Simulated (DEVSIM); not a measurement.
System: Si n-i-p diode, at 300 K.

Layer 1 from the left is Si, thickness (μm) 0.520, Nd (cm⁻³) 1.1e17, τn (s) 4.5e-6, τp (s) 4.5e-6. Layer 2 from the left is Si, thickness (μm) 0.880, Na (cm⁻³) 6.7e12, τn (s) 4.5e-6, τp (s) 4.5e-6. Layer 3 from the left is Si, thickness (μm) 2.20, Na (cm⁻³) 1e19, τn (s) 4.5e-6, τp (s) 4.5e-6.

Left contact: ohmic. Right contact: ohmic. Voltage is applied to the left contact. Recombination: SRH at mid-gap. Gap narrowing is on: ΔEg = 6.92 meV × (l + √(l² + 0.5)), l = ln(N/1.3e17 cm⁻³), shared equally by both band edges. Mobility is μmin + (μ − μmin)/(1 + (N/Nref)^α).

The device is made up for the run: typed textbook-type constants, with dimensions and the other settings drawn at random. Values at 300 K.

Si: gap (eV) 1.124, affinity (eV) 4.05, permittivity 11.7, Nc (cm⁻³) 2.86e19, Nv (cm⁻³) 3.1e19, μn (cm²/Vs) 1417, μp (cm²/Vs) 470, μn,min 52, μp,min 45, Nref,n 9.7e16, Nref,p 2.2e17, αn 0.68, αp 0.72.

Simulated with DEVSIM: 1D drift-diffusion, Boltzmann statistics, complete ionisation; no tunnelling, impact ionisation, image-force lowering or self-heating.

### Question
What does the simulation give for the dark forward voltage at 1 A/cm², the dark forward voltage at 100 A/cm²?

### Answer
dark forward voltage at 1 A/cm² 0.626 V; dark forward voltage at 100 A/cm² 0.751 V.
